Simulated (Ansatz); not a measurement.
## Parameter sweep on NbTe (P2_13, 8 atoms in the cell)

NbTe has the cubic space group P2₁3 (No. 198), Pearson symbol cP8. Cell: a = b = c = 5.390 Å, α = β = γ = 90.00°. Nb on 4a is coordinated by 4 Te at 2.746–2.812 Å and 3 Te at 3.022 Å and 6 Nb at 3.305 Å. Te on 4a sees 4 Nb at 2.746–2.812 Å and 3 Nb at 3.022 Å and 6 Te at 3.338 Å. (Neighbours: up to the widest gap in distance over summed covalent radii, below 1.35, at either atom; cation-cation and far metal-metal contacts left out.)

Base run A: PBE in Ansatz (a first-principles code), self-consistent single point.

Its settings: basis.ecutwfc = 30.9 Ry; kpoints.mp_grid.grid = 3 3 3; hamiltonian.xc = pbe; hamiltonian.pseudopotentials = {kind: paw} (the program's default PAW files); scf.occupations.method = gaussian; scf.occupations.width = 0.01 Ry.

The starting cell was generated: these elements placed on a structure prototype, without a prior relaxation; it need not be a known phase or ordering of this composition. Spin polarisation is off. In the base run, with a pressure of about 8 GPa the cell is away from its equilibrium volume at this level. Ansatz's pressure includes its estimate of the finite-basis (Pulay) stress. Without a gap this mesh is coarse (it stands for a supercell whose shortest vector is 16 Å).

ΔF is the free energy per atom less that of run A. 

Run A gave: pressure (GPa) 8.41; largest force (eV/Å) 0.514; TS (meV/atom) 9.5.

Runs:
- B: scf.occupations.width = 0.0001 Ry
- C: scf.occupations.width = 0.0007 Ry
- D: scf.occupations.width = 0.0018 Ry
- E: scf.occupations.width = 0.0037 Ry
- F: scf.occupations.width = 0.0073 Ry
- G: scf.occupations.width = 0.011 Ry
- H: scf.occupations.width = 0.0147 Ry
- I: scf.occupations.width = 0.022 Ry
- J: scf.occupations.width = 0.0367 Ry
- K: scf.occupations.width = 0.0588 Ry

Q: What does run H change against A?

A: The free energy drops by 5.1 meV/atom, the pressure moves little (8.41 to 8.45 GPa) and the largest force hardly changes (0.514 to 0.517 eV/Å).

Q: What does run K change against A?

A: The free energy falls by 127 meV/atom, the pressure goes from 8.41 to 10.15 GPa and the largest force goes from 0.514 to 0.459 eV/Å.

| run | ΔF (meV/atom) | pressure (GPa) | largest force (eV/Å) | TS (meV/atom) |
|---|---|---|---|---|
| A | 0.00 | 8.41 | 0.514 | 9.5 |
| B | 6.7 | 8.46 | 0.466 | 0.0 |
| C | 6.5 | 8.46 | 0.469 | 0.2 |
| D | 6.1 | 8.44 | 0.496 | 0.9 |
| E | 5.0 | 8.43 | 0.510 | 2.4 |
| F | 2.4 | 8.41 | 0.513 | 6.0 |
| G | -0.98 | 8.42 | 0.515 | 11.1 |
| H | -5.1 | 8.45 | 0.517 | 17.9 |
| I | -15.6 | 8.59 | 0.518 | 36.7 |
| J | -48.0 | 9.11 | 0.498 | 101.6 |
| K | -127.4 | 10.15 | 0.459 | 257.8 |

Keys are those of Ansatz 0.2.
